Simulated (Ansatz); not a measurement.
The reference is GaP in the zinc blende structure (space group F-43m, No. 216; a = 5.439 Å). Axes: x, y, z lie along the cube axes.

The values are results of PBEsol (Ansatz, a quantum-chemistry and plane-wave program, PAW, no spin-orbit coupling), not measurements.

It is then changed as follows: every lattice vector is shortened by 2.50 %; the atoms relax in the strained cell.

Task: Predict the stress tensor and what it implies for the stiffness.

Result: Stress of the strained cell less that of the base (GPa, compression positive):
```
   7.63    0.00    0.00
   0.00    7.63    0.00
   0.00    0.00    7.63
```

Then B = −ΔP/(ΔV/V₀) with ΔV/V₀ = -0.0731 gives secant stiffness values (nonlinear terms included at this strain): B ≈ 104 GPa.

As a check, the harmonic strain energy −½ V₀ Δσ:ε is 36 meV/atom; the computed energy rise is 33 meV/atom.

Gaps are read on the SCF mesh and a high-symmetry path. Whether these cells are dynamically stable was not tested.
